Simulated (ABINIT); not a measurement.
**Input and output of a self-consistent single point for Ca (Fm-3m, 1 atom in the cell) (ABINIT)**

Computed with PBEsol, PAW (JTH v2.0 PBE PAW, files made for PBE) (plane waves; ABINIT).

This input was run:

```
# Ca, JTH v2.0 PBE PAW
pp_dirpath "./"
pseudos "Ca.GGA_PBE-JTH.xml"
acell 3*1.0
rprim
        -0.0000000000    5.1844957483    5.1844957483
         5.1844957483   -0.0000000000    5.1844957483
         5.1844957483    5.1844957483    0.0000000000
natom 1
ntypat 1
znucl 20
typat 1
xcart    0.0000000000    0.0000000000    0.0000000000
ecut 20
pawecutdg 40
pawxcdev 0
ixc -116133
occopt 7
tsmear 0.2 eV
nband 10
kptopt 1
ngkpt 8 8 8
nshiftk 1
shiftk 0 0 0
nstep 100
toldfe 1.0e-09
prtwf 0
prtden 0
prtvol 1
```

Output (repeated stretches shortened):

```
 Symmetries : space group Fm -3 m (#225); Bravais cF (face-center cubic)

 -outvars: echo values of preprocessed input variables --------
            acell      1.0000000000E+00  1.0000000000E+00  1.0000000000E+00 Bohr
             ecut      2.00000000E+01 Hartree
              ixc     -116133
         kptrlatt        8    0    0      0    8    0      0    0    8
          kptrlen      5.86558736E+01
            natom           1
            nband          10
            ngfft          30      30      30
          ngfftdg          45      45      45
             nkpt          29
            nstep         100
             nsym          48
           ntypat           1
           occopt           7
        pawecutdg      4.00000000E+01 Hartree
         pawxcdev           0
            rprim     -0.0000000000E+00  5.1844957483E+00  5.1844957483E+00
                       5.1844957483E+00 -0.0000000000E+00  5.1844957483E+00
                       5.1844957483E+00  5.1844957483E+00  0.0000000000E+00
          spgroup         225
           toldfe      1.00000000E-09 Hartree
           tsmear      7.34986508E-03 Hartree
            typat      1
           useylm           1
            znucl       20.00000

== DATASET  1 ==================================================================

 Real(R)+Recip(G) space primitive vectors, cartesian coordinates (Bohr,Bohr^-1):
 R(1)=  0.0000000  5.1844957  5.1844957  G(1)= -0.0964414  0.0964414  0.0964414
 R(2)=  5.1844957  0.0000000  5.1844957  G(2)=  0.0964414 -0.0964414  0.0964414
 R(3)=  5.1844957  5.1844957  0.0000000  G(3)=  0.0964414  0.0964414 -0.0964414
 Unit cell volume ucvol=  2.7870808E+02 bohr^3
 Angles (23,13,12)=  6.00000000E+01  6.00000000E+01  6.00000000E+01 degrees

 Coarse grid specifications (used for wave-functions):

 getcut: wavevector=  0.0000  0.0000  0.0000  ngfft=  30  30  30
         ecut(hartree)=     20.000   => boxcut(ratio)=   2.03471

 Fine grid specifications (used for densities):

 getcut: wavevector=  0.0000  0.0000  0.0000  ngfft=  45  45  45
         ecut(hartree)=     40.000   => boxcut(ratio)=   2.10783

   1.62247523E+02                                ecore*ucvol(ha*bohr**3)

_setup2: Arith. and geom. avg. npw (full set) are    1191.271    1191.249

--- !BeginCycle
solver: {iscf: 17, nstep: 100, nline: 4, wfoptalg: 10, }
tolerances: {toldfe: 1.00E-09, }
...

     iter   Etot(hartree)      deltaE(h)  residm     nres2
 ETOT  1  -36.963560553450    -3.696E+01 1.714E-01 1.873E-01
 ETOT  2  -36.991223234114    -2.766E-02 4.372E-02 6.503E-02
 ETOT  3  -36.991102692264     1.205E-04 1.227E-02 1.209E-02
 ETOT  4  -36.991102886513    -1.942E-07 3.566E-03 2.573E-03
 ETOT  5  -36.991096379265     6.507E-06 1.266E-03 4.677E-05
 ETOT  6  -36.991096297613     8.165E-08 7.155E-04 2.369E-06
 ETOT  7  -36.991096298674    -1.061E-09 9.211E-05 1.130E-06
 ETOT  8  -36.991096295859     2.815E-09 1.398E-04 1.749E-07
 ETOT  9  -36.991096295492     3.672E-10 4.015E-05 1.070E-08
 ETOT 10  -36.991096295469     2.236E-11 5.192E-05 7.871E-11

 At SCF step   10, etot is converged :
  for the second time, diff in etot=  2.236E-11 < toldfe=  1.000E-09

 Cartesian components of stress tensor (hartree/bohr^3)
  sigma(1 1)=  1.30485748E-05  sigma(3 2)=  0.00000000E+00
  sigma(2 2)=  1.30485748E-05  sigma(3 1)=  0.00000000E+00
  sigma(3 3)=  1.30485748E-05  sigma(2 1)=  0.00000000E+00

 ----iterations are completed or convergence reached----

 reduced coordinates (array xred) for    1 atoms
       0.000000000000      0.000000000000      0.000000000000
 cartesian forces (eV/Angstrom) at end:
    1     -0.00000000000000    -0.00000000000000    -0.00000000000000
 frms,max,avg= 0.0000000E+00 0.0000000E+00   0.000E+00  0.000E+00  0.000E+00 e/A
 length scales=  1.000000000000  1.000000000000  1.000000000000 bohr
              =  0.529177208590  0.529177208590  0.529177208590 angstroms
 Fermi (or HOMO) energy (hartree) =   0.12620   Average Vxc (hartree)=  -0.28838
 Eigenvalues (hartree) for nkpt=  29  k points:
 kpt#   1, nband= 10, wtk=  0.00195, kpt=  0.0000  0.0000  0.0000 (reduced coord)
  -1.40888   -0.71016   -0.71016   -0.71016   -0.02242    0.21386    0.21386    0.21386
   0.25452    0.25452
      occupation numbers for kpt#   1
   2.00000    2.00000    2.00000    2.00000    2.00000    0.00000    0.00000    0.00000
   0.00000    0.00000
 prteigrs : prtvol=0 or 1, do not print more k-points.

--- !EnergyTerms
comment             : Components of total free energy in Hartree
kinetic             :  1.02850519588085E+01
hartree             :  1.01616545844696E+01
xc                  : -4.47874497905776E+00
Ewald energy        : -2.21085246121438E+01
psp_core            :  5.82141434945903E-01
local_psp           : -3.43188071850882E+01
spherical_terms     :  2.88703335589957E+00
internal            : -3.69901954421662E+01
'-kT*entropy'       : -8.97199060904376E-04
total_energy        : -3.69910926412271E+01
total_energy_eV     : -1.00657882126125E+03
...

-Cartesian components of stress tensor (GPa)         [Pressure= -3.8390E-01 GPa]
- sigma(1 1)=  3.83902260E-01  sigma(3 2)=  0.00000000E+00
- sigma(2 2)=  3.83902260E-01  sigma(3 1)=  0.00000000E+00
- sigma(3 3)=  3.83902260E-01  sigma(2 1)=  0.00000000E+00

 Calculation completed.
```

The run converged in 10 iterations.

The starting cell comes from a database of computed structures (which also holds hypothetical and non-ambient phases and stackings), without a prior relaxation at this level. Its lattice was rescaled by a random factor within 2.5 % of one. The potentials were made for another functional than the one used.
